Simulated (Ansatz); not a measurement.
Start from an 8-atom supercell of Ta in the bcc (W type) structure (space group Im-3m, No. 229; a = 3.3197 Å) at its relaxed geometry.

Method: PBE (Ansatz, a quantum-chemistry and plane-wave program), no spin-orbit coupling, earlier PAW set.

For the base:

| Quantity | Value |
|---|---|
| Pressure | -0.1 GPa |

It is then changed as follows: a neutral H interstitial (started 1.75 Å from the nearest host atom), atoms relaxed at fixed cell, starting from a slightly rattled geometry.

Q: Estimate the effect on the final site of the added atom, largest displacement of a host atom from its site in the perfect cell and pressure.

A: The final site of the added atom is 4 Ta at 1.91 Å; the largest displacement of a host atom from its site in the perfect cell is 0.06 Å; the pressure goes up by 3.96 GPa to 3.8 GPa.

In so small a cell the defect repeats every few ångströms: this is an ordered compound, not a dilute defect. All final runs are without spin polarisation. An odd electron count without spin: Ta8H. The defect cell is not spin-polarised.
